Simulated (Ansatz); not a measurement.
BAs: energy against volume

BAs (zinc blende, F-43m, 13.548 Å³/atom and stress up to 0.01 GPa in the relaxed cell, cube axes along x, y and z) under an equal strain ε along all three axes. PBEsol in Ansatz, a plane-wave DFT program (PAW, default set), 420 eV, 12×12×12 Γ-centred mesh, Fermi-Dirac smearing 0.05 eV; ions are relaxed, or left where forces stay under 0.02 eV/Å, within the symmetry of each cell.

Here V stands for volume and E for E less E0.

| volume (Å³/atom) | E less E0 (meV/atom) | pressure (GPa) |
|---|---|---|
| 12.3653 | ? | ? |
| 12.7517 | 22.74 | 9.62 |
| 12.9479 | 12.59 | 6.98 |
| 13.1460 | 5.51 | 4.50 |
| 13.3462 | 1.36 | 2.18 |
| 13.5484 | 0.00 | 0.00 |
| 13.7527 | 1.32 | -2.04 |
| 13.9590 | 5.18 | -3.94 |
| 14.1673 | 11.49 | -5.72 |
| 14.3777 | 20.11 | -7.38 |

Taking the third-order Birch-Murnaghan form, a cubic in V^(-2/3) for E over the 9 complete rows: With u = V^(-2/3) - 0.176, the rows have u = 0.007212, 0.005357, 0.003530, 0.001730, -0.000042, -0.001789, -0.003510, -0.005205, -0.006875. Least squares gives E = 0.002 + 36.39·u + 431391·u² + 96669·u³. Residuals (row less fit): 0.001, -0.002, 0.000, 0.003, -0.001, 0.003, -0.005, 0.004, 0.000; standard error 0.004 (degrees of freedom: 5). Its minimum lies at u = -0.000042, so V0 = (0.175958)^(-3/2) = 13.55. There d²E/du² = 862800 and d³E/du³ = 580000, so B0 = (4/9) × 13.55^(-7/3) × 862800 × 0.160218 = 140 GPa (the last factor turns the table's units into GPa), and B0' = 4 + (2/3) × 0.175958 × (580000)/862800 = 4.1. B0' rests on the cubic coefficient alone and has a standard error of 0.1 from these residuals.

Task: Predict the withheld E at V = 12.3653 from the fit, and compare with the calculation.

Result: u = 0.011009, so E = 0.002 + 36.39 × 0.011009 + 431391 × 0.011009² + 96669 × 0.011009³ = 52.815 meV/atom. The calculation gives 52.78 meV/atom, 0.035 meV/atom below the prediction (0.1 % of the range of E in the table). The row lies outside the fitted rows, so this is an extrapolation. The scatter of the fitted rows lies at the last printed digit.

Other structures, which can take over under pressure, weren't tried. The same form fitted to the pressure column gives B0' = 4.1; series where the two differ by over 0.4 aren't shown. Rows are the converged runs of the series near zero and its far end, less any whose ions stayed unrelaxed beside relaxed ones; series whose fitted rows scatter by over a few per cent of the range, as at a crossing or softening among them, aren't shown in this form.
